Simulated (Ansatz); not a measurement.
An Ansatz (a program for electronic structure) run: Ca3Pb with a change (Pb → Pd); DFT with PBEsol, PAW potentials and a 420 eV plane-wave cutoff in Ansatz, spin-orbit coupling left out.

Input:

Ansatz 0.2 input:
```yaml
crystal:
  lattice:
    - [4.7929278443, 0, 0]
    - [0, 4.7929278443, 0]
    - [0, 0, 4.7929278443]
  atoms:
    - { symbol: Ca, position: [0, 0.5, 0.5] }
    - { symbol: Ca, position: [0.5, 0, 0.5] }
    - { symbol: Ca, position: [0.5, 0.5, 0] }
    - { symbol: Pd, position: [0, 0, 0] }
basis: { ecutwfc: 420, ecutrho_ratio: 4, xc_grid: 2, fft_grid_basis: typed }
kpoints: { mp_grid: { grid: [10, 10, 10] } }
hamiltonian:
  xc: pbesol
  dispersion: none
  pseudopotentials: { kind: paw }
scf: { occupations: { method: fermi_dirac, width: 0.05 }, convergence: { dr2_threshold: 0.0000000004 } }
output: { forces: true, stress: true }
checkpoint: { write: state.ck, write_every: 1000 }
```

Output (explanatory and most iteration lines left out):

```
Pseudopotential: Ca, paw, valence charge 10
Pseudopotential: Pd, paw, valence charge 18
Crystal: 4 atoms, lattice volume = 110.104 Å³
Basis set: ecut = 420 eV, 2109 PW (Γ), exchange–correlation on 72×72×72 points (8 copies of the dense FFT grid, shifted against one another)
Bands: 28, of which v1, the nominal top of the filled ones, is band 24 counted from 1 (23 counted from 0)
Symmetry: 48 space group operations
Space group: Pm-3m (ITA 221), of the structure as read, at distance tolerance 4.8e-5 Å
k-points: 56 of 1000
Functional: x = pbesol(κ = 0.804, μ = 0.12345679012345678), c = pbesol(β = 0.046)
SCF iter   1: F=—  HF=-12288.451409 eV  |F-HF|=—  |Δ(HF+E_count)|=         —  Δρ=7.57e-3  dr2=9.65e-2  ethr=1.77e-3  ⟨swp⟩=7.3  Hψ=7130  notcnv=0
SCF iter   2: F=—  HF=-12288.437278 eV  |F-HF|=—  |Δ(HF+E_count)|=   1.41e-2  Δρ=3.59e-3  dr2=1.43e-2  ethr=2.01e-4  ⟨swp⟩=2.0  Hψ=2653  notcnv=0
SCF 1 converged in 9 iterations: F = -12288.434561 eV  dr2 = 2.03e-11
SCF converged after 9 iterations
Free energy (F): -12288.434561 eV
Internal energy: -12288.408299 eV  (E = F + TS)
E sigma→0 (E₀):  -12288.421430 eV
Entropy (-TS):   -0.026262 eV (-6.565 meV/atom)
Fermi energy:    8.622018 eV
--- Forces (eV/Å), atoms counted from 1 ---
  atom   1  Ca     0.00000000    -0.00000000     0.00000000
  atom   2  Ca     0.00000000    -0.00000000    -0.00000000
  atom   3  Ca     0.00000000    -0.00000000     0.00000000
  atom   4  Pd    -0.00000000     0.00000000    -0.00000000
--- Stress (GPa, compression-positive) ---
       -0.003283       0.000000       0.000000
        0.000000      -0.003283       0.000000
        0.000000       0.000000      -0.003283
  P = ⅓ Tr σ = -0.0033 GPa (-0.033 kbar)
```

Stability against distortions was not tested. All final runs are without spin polarisation. The cell was made from Ca3Pb by this change: Pb → Pd; the result is a hypothetical phase, not in the database extracts checked. Ca3Pd has a high density of states at the Fermi level and may be magnetic at this level.
